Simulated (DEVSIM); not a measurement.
Structure: Schottky contact on n-type Si, at 300 K.

Layer 1 from the left is Si, thickness (μm) 3.20, Nd (cm⁻³) 1.2e16, τn (s) 2.4e-7, τp (s) 2.4e-7.

Left contact: Schottky, work function 4.73 eV, emission velocity 2.5e6 cm/s. Right contact: ohmic. Voltage is applied to the left contact. Recombination: SRH at mid-gap, radiative. Mobility is μmin + (μ − μmin)/(1 + (N/Nref)^α).

This is a model device: material constants are rounded textbook-type values typed into the input, and sizes, dopings and lifetimes were drawn at random. Values at 300 K.

Si: gap (eV) 1.124, affinity (eV) 4.05, permittivity 11.7, Nc (cm⁻³) 2.86e19, Nv (cm⁻³) 3.1e19, μn (cm²/Vs) 1417, μp (cm²/Vs) 470, μn,min 52, μp,min 45, Nref,n 9.7e16, Nref,p 2.2e17, αn 0.68, αp 0.72, B (cm³/s) 4.7e-15.

DEVSIM, 1D drift-diffusion, Boltzmann statistics, complete ionisation; no tunnelling, impact ionisation, image-force lowering or self-heating. Metal contacts follow the ideal Schottky-Mott rule: no Fermi-level pinning, no interface dipoles.

Dark forward current:

| |V| (V) | |J| (A/cm²) |
|---|---|
| 0.05 | 0.0002416 |
| 0.10 | 0.001905 |
| 0.15 | 0.01335 |
| 0.20 | 0.09193 |
| 0.25 | 0.6283 |
| 0.30 | 4.200 |
| 0.35 | 25.27 |
| 0.40 | 107.5 |
| 0.45 | 279.3 |
| 0.50 | 514.3 |
| 0.55 | 784.5 |
| 0.60 | 1075 |
| 0.65 | 1378 |
| 0.70 | 1689 |
| 0.75 | 2006 |

Work out the local ideality factor n = ΔV / (kT/q · ln(J2/J1)) between the rows 0.15 and 0.20 V, 0.70 and 0.75 V.

kT/q = 25.85 mV. From 0.15 to 0.20 V: ln(0.09193/0.01335) = 1.930, n = 1.00, near the 1 of diffusion or emission over a barrier. From 0.70 to 0.75 V: ln(2006/1689) = 0.172, n = 11.25; the layers' resistance at their doping, Σ W/(qμN) = 0.00014 Ω cm², would take 46 mV of this step of 50 mV.

Estimate the current at 0.20 V for emission alone, J0 = q v N_band exp(−φB/kT), and read the barrier back from the simulated current.

φB = 0.680 eV, N_band = 2.86e19 cm⁻³, J0 = 4.31e-5 A/cm²; J = J0 (exp(qV/kT) − 1) = 0.0988 A/cm². The simulation gives 0.0919 A/cm²; the estimate lies 7.4 % above. Read backwards, the simulated current gives an apparent barrier of 0.682 eV. The estimate leaves out transport through the depletion region and minority injection.
